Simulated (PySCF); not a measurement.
PySCF 2.14.0, PBE0/def2-svpd, df: OB(O)C[SiH2]Cl, 12 atoms. The geometry is a generated start, not checked to be a minimum at this level.

```yaml
task: energy
method: pbe0
basis: def2-svpd
two_electron_scheme: density fitting
mol.max_memory: 3000 MB
mf.max_cycle: 100
mf.init_guess: minao (default)
mf.DIIS: CDIIS (default)
mf.diis_space: 8 (default)
mf.conv_tol: 1e-09 (default)
mf.grids.level: 3 (default)
basis_functions: 185
grid_points: 153240
```

```xyz
12

Si     1.5457    -0.3174     0.2762
Cl     3.2366     0.3988    -0.5716
C      0.0561     0.5895    -0.4702
B     -1.3225    -0.0513     0.0310
O     -2.1070    -0.8110    -0.7633
O     -1.7585     0.0988     1.3024
H      1.6420    -0.0687     1.7170
H      1.4963    -1.7534     0.0084
H      0.1319     0.5707    -1.5584
H      0.1102     1.6415    -0.1838
H     -1.8171    -0.9289    -1.6653
H     -1.2137     0.6314     1.8774
```

One run each on 2 threads, 1 BLAS thread. Values of level_shift (Hartree) tried: 0 (default), 0.1, 0.3, 1.

**Question.** Predict the course of the Fock builds along this series.

**Answer.** Fewest Fock builds, within one of each other: 0 (default) with 12, 0.1 with 12. The count rises to 28 at 1. All converge to one solution.

| level_shift (Hartree) | Fock builds | end |
|---|---|---|
| 0 (default) | 12 | same solution |
| 0.1 | 12 | same solution |
| 0.3 | 14 | same solution |
| 1 | 28 | same solution |
